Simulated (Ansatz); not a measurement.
**zinc-blende ZnSe (0 0 1) on cubic SrTiO3 (0 0 1) (film strained to the substrate, started from cuts of the bulks and a machine-learned relaxation; metallic at this level, with no gap by band count; slabs Sr3Ti4O11 and Se4Zn4, which can lie off the formulas)**

A periodic stack without vacuum, zinc-blende ZnSe (0 0 1) on cubic SrTiO3 (0 0 1) (film strained to the substrate, started from cuts of the bulks and a machine-learned relaxation; metallic at this level, with no gap by band count; slabs Sr3Ti4O11 and Se4Zn4, which can lie off the formulas): substrate slab Sr3Ti4O11, film Se4Zn4, surface cells [[0, 1], [-1, 0]] and [[1, 0], [1, 1]], film strained by -2.9 and -2.9 %, outermost planes OTi/OTi and Se/Zn as cut, which need not be the usual terminations and can put a slab off its formula.

The start was prepared with a machine-learned potential, and the result is one local minimum, with the in-plane cell held and forces under 0.04 eV/Å; the film can end far from its bulk form.

The numbers are results of PBE (plane waves to 420 eV, PAW; Ansatz, a first-principles code), not measurements. No spin–orbit coupling; the runs are not spin-polarised; PBE gaps are too small against experiment. Its k-point mesh 6×6×1, Fermi–Dirac width 0.05 eV.

```
Quantity                                                                                                          Result
--------------------------------------------------------------------------------  --------------------------------------
interface area                                                                                                   15.5 Å²
period                                                                                                           27.13 Å
heights between the nearest atoms of the two slabs at the two interfaces                                 2.47 and 1.14 Å
Ti–Zn contacts across the interfaces within 1.22 times the sum of covalent radii                          4, mean 3.29 Å
O–Zn contacts across the interfaces within 1.22 times the sum of covalent radii                           2, mean 2.22 Å
Se–Ti contacts across the interfaces within 1.22 times the sum of covalent radii                          1, mean 2.48 Å
two interfaces                                                                    unlike, so that offsets are their mean
```

```yaml
crystal:
  lattice:
    - [3.93412, -0.00287, -0.15215]
    - [-0.00095, 3.93577, -0.12566]
    - [-2.68218, -0.85822, 27.29294]
  atoms:
    - { symbol: Sr, position: [0.00149, 0.97380, 0.11888] }
    - { symbol: Ti, position: [0.42117, 0.47308, 0.03432] }
    - { symbol: O, position: [0.91387, 0.55597, 0.02998] }
    - { symbol: O, position: [0.39615, 0.00141, 0.01237] }
    - { symbol: O, position: [0.48092, 0.47246, 0.09882] }
    - { symbol: Sr, position: [0.15051, 0.04657, 0.27339] }
    - { symbol: Ti, position: [0.57013, 0.50851, 0.19074] }
    - { symbol: O, position: [0.05835, 0.50388, 0.17854] }
    - { symbol: O, position: [0.55780, 0.00362, 0.17816] }
    - { symbol: O, position: [0.63220, 0.53759, 0.25570] }
    - { symbol: Sr, position: [0.31004, 0.12524, 0.42783] }
    - { symbol: Ti, position: [0.72268, 0.58155, 0.34549] }
    - { symbol: O, position: [0.20650, 0.57152, 0.33349] }
    - { symbol: O, position: [0.70619, 0.07183, 0.33358] }
    - { symbol: O, position: [0.78119, 0.60669, 0.41051] }
    - { symbol: Ti, position: [0.89977, 0.67975, 0.49774] }
    - { symbol: O, position: [0.34752, 0.64319, 0.48488] }
    - { symbol: O, position: [0.85880, 0.13547, 0.48688] }
    - { symbol: Se, position: [0.60279, 0.25400, 0.69620] }
    - { symbol: Se, position: [0.94237, 0.70486, 0.58895] }
    - { symbol: Se, position: [0.80546, 0.36024, 0.91478] }
    - { symbol: Se, position: [0.19815, 0.80176, 0.80535] }
    - { symbol: Zn, position: [0.64275, 0.77719, 0.74860] }
    - { symbol: Zn, position: [0.05740, 0.22668, 0.63892] }
    - { symbol: Zn, position: [0.86435, 0.89205, 0.97022] }
    - { symbol: Zn, position: [0.25142, 0.32442, 0.85762] }
```
